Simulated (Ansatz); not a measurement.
The starting structures come from a database of crystals and need not be the phases stable at ambient conditions.

 Where the default PAW files enter, the runs use the earlier of Ansatz's two default sets.

Given:

```xyz
5
Lattice="6.1281 0.0000 0.0000 0.0000 8.4484 0.0000 0.2304 4.2242 4.3473" Properties=species:S:1:pos:R:3 pbc="T T T"
Cs     2.7226     4.2242     3.5734
Ge     5.4777     8.4484     3.2400
I      2.7587     8.4484     3.5788
I      5.6324     2.0651     1.4291
I      5.6324     6.3833     1.4291
```

Space group of this cell: Cm. The cell is taken as given.

Transport runs along the normal of the first two printed cell vectors.

The gap is the functional's own, uncorrected, and κ follows it; spin-orbit coupling is left out. Mid-gap values are interpolated between the computed energies.

Question: Estimate the band gap and the smallest decay constant κ at mid-gap that r2SCAN run with Ansatz (a program for electronic structure) returns for this system.

Answer: Gap 1.20 eV on a 6×8×8 mesh; κ = 0.104 1/Å, at (0.500, 0.000) of the in-plane reciprocal vectors. At the zone centre, at the nearest computed energy, the slowest state has κ = 0.15 1/Å.
